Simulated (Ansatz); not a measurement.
composition GaGe15, cell Ga4Ge60, first heated far above this temperature, then brought to it, at a temperature that wasn't checked against the liquidus, so perhaps supercooled [in the run: it was liquid; mean temperature 1071 K (target 1070 K); density 5.19 g/cm³; one k-point, which a denser mesh shifts by 0.1 GPa in pressure and 0.10 eV/Å in forces]. The solute's share, one atom in sixteen, is far above doping levels in devices. Bonds are counted up to Ga-Ga 3.66 Å, Ga-Ge 3.70 Å, Ge-Ge 3.98 Å.

Q: What distribution of Ge-Ge-Ge angles does PBE (Ansatz, a first-principles code) give?

A: mean 96°, standard deviation 34°.
```
angle (°) | p (1/°)
      1.5 |  0.0000
      4.5 |  0.0000
      7.5 |  0.0000
     10.5 |  0.0000
     13.5 |  0.0000
     16.5 |  0.0000
     19.5 |  0.0000
     22.5 |  0.0000
     25.5 |  0.0000
     28.5 |  0.0000
     31.5 |  0.0000
     34.5 |  0.0001
     37.5 | #### 0.0014
     40.5 | ############# 0.0046
     43.5 | ####################### 0.0081
     46.5 | ############################ 0.0101
     49.5 | ############################## 0.0108
     52.5 | ############################# 0.0105
     55.5 | ############################ 0.0101
     58.5 | ########################## 0.0093
     61.5 | ######################### 0.0089
     64.5 | ######################## 0.0085
     67.5 | ####################### 0.0083
     70.5 | ####################### 0.0084
     73.5 | ######################## 0.0084
     76.5 | ######################## 0.0088
     79.5 | ######################### 0.0089
     82.5 | ######################### 0.0091
     85.5 | ########################## 0.0092
     88.5 | ########################## 0.0095
     91.5 | ########################## 0.0095
     94.5 | ########################### 0.0097
     97.5 | ########################## 0.0094
    100.5 | ########################## 0.0093
    103.5 | ########################## 0.0093
    106.5 | ######################### 0.0091
    109.5 | ######################### 0.0090
    112.5 | ######################## 0.0086
    115.5 | ####################### 0.0084
    118.5 | ####################### 0.0083
    121.5 | ###################### 0.0080
    124.5 | ##################### 0.0077
    127.5 | #################### 0.0073
    130.5 | #################### 0.0071
    133.5 | ################### 0.0068
    136.5 | ################## 0.0064
    139.5 | ################# 0.0061
    142.5 | ################ 0.0058
    145.5 | ############### 0.0053
    148.5 | ############## 0.0050
    151.5 | ############# 0.0046
    154.5 | ########### 0.0041
    157.5 | ########## 0.0036
    160.5 | ######### 0.0032
    163.5 | ####### 0.0027
    166.5 | ###### 0.0023
    169.5 | ##### 0.0017
    172.5 | ### 0.0012
    175.5 | ## 0.0007
    178.5 | # 0.0002
```
